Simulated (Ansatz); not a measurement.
The starting structures come from a database of crystals and need not be the phases stable at ambient conditions.

The decay constant κ of evanescent states in the gap governs leakage through a thin film.

Here is the system:

```xyz
11
Lattice="4.7174 0.0000 0.0000 -0.7390 5.4023 0.0000 0.7390 1.5068 5.1879" Properties=species:S:1:pos:R:3 pbc="T T T"
In     0.0000     4.7827     3.5912
In     0.0000     2.1264     1.5967
Si     2.3676     4.5454     1.1412
Si     2.3498     2.3637     4.0467
O      1.4240     1.3449     3.1635
O      3.2934     5.5642     2.0244
O      3.2934     3.4131     0.4092
O      1.4240     3.4960     4.7787
O      2.3587     0.0000     0.0000
O      3.5450     3.0251     3.1659
O      1.1724     3.8840     2.0220
```

Space group of this cell: C2/m. The cell is taken as given.

Transport runs along the normal of the first two printed cell vectors.

The gap is the functional's own, uncorrected, and κ follows it; spin-orbit coupling is left out. Mid-gap values are interpolated between the computed energies.

Task: Predict the band gap and the smallest decay constant κ at mid-gap from r2SCAN (Ansatz, a quantum-chemistry and plane-wave program).

Result: Gap 3.61 eV on a 8×6×6 mesh; κ = 0.322 1/Å, at the zone centre.
